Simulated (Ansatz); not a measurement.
# Response to strain in BaTiO3

Start from BaTiO3 in the cubic perovskite structure (space group Pm-3m, No. 221; a = 3.9346 Å).

Strains are applied to the cell and any free atomic positions relax.

Computed with LDA, PAW, 420 eV (Ansatz, an electronic-structure program; no SOC).

Notes on the quantities. energy relative to the base: free energy F.

```csv
change,volume per atom,energy relative to the base,pressure
base,12.18 Å³,0 meV/atom,-0.01 GPa
isotropic strain +0.60 %,12.40 Å³,+2.4 meV/atom,-3.38 GPa
isotropic strain +1.20 %,12.63 Å³,…,…
isotropic strain +2.40 %,13.08 Å³,+36 meV/atom,-11.87 GPa
isotropic strain +3.00 %,13.31 Å³,…,-14.23 GPa
```

Task: Fill in the withheld entries from the trend.

Result: 
- isotropic strain +1.20 %, energy relative to the base: +9.3 meV/atom
- isotropic strain +1.20 %, pressure: -6.47 GPa
- isotropic strain +3.00 %, energy relative to the base: +54 meV/atom

No phonon test of stability was made. All final runs are without spin polarisation. Many cubic perovskites are stable only at high temperature; tilts and polar distortions were not tested. This is not the structure that BaTiO3 has at room temperature and ambient pressure.
